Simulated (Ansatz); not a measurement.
# A constructed model of the (111) surface of fcc Au, (√3x√3)R30° layer of Cl, one a cell, on the site that continues the host's stacking (bottom of the slab: a bare face, its two planes held)

All values below come from PBE (plane waves to 420 eV, PAW; Ansatz, a program for electronic structure).

Slab: 19 atoms, 13.8 Å thick at the start; k 9x9x1, smearing 0.1 eV, dipole-corrected; 6 atoms held, the rest relaxed; held to the start's symmetry, so lower structures may exist; no spin, no spin-orbit, no U. It is one candidate, not shown to be the stable structure of the face.

```yaml
work_function_of_the_top_face: 5.90 eV
energy_released_by_relaxation: 0.25 eV
cost: around 11 core-minutes (rough)
```
